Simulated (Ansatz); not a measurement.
## LaBi, response to strain

Start from LaBi in the rock salt structure (space group Fm-3m, No. 225; a = 6.556 Å; relaxed with 0.1 eV smearing). Axes: x, y, z lie along the cube axes.

Strains are applied to the cell and any free atomic positions relax; under biaxial strain the out-of-plane vector relaxes too.

Computed with Ansatz (a quantum-chemistry and plane-wave program), PBEsol, PAW, cutoff 420 eV, no spin-orbit coupling.

Candidates:
(a) uniaxial strain ε_zz = −0.71 %
(b) strain tensor (xx, yy, zz, yz, xz, xy) = (−1.47, −2.04, −0.01, +0.85, +1.39, −0.17) %
(c) isotropic strain −4.77 %
(d) biaxial strain −3.52 %, plane normal [110], relaxed out of plane

Notes on the quantities. energy relative to the base: free energy F.

Order them by energy relative to the base, highest first.

(c) isotropic strain −4.77 % (+139 meV/atom), (d) biaxial strain −3.52 %, plane normal [110], relaxed out of plane (+29 meV/atom), (b) strain tensor (xx, yy, zz, yz, xz, xy) = (−1.47, −2.04, −0.01, +0.85, +1.39, −0.17) % (+13 meV/atom), (a) uniaxial strain ε_zz = −0.71 % (+0.8 meV/atom)

No phonon test of stability was made.
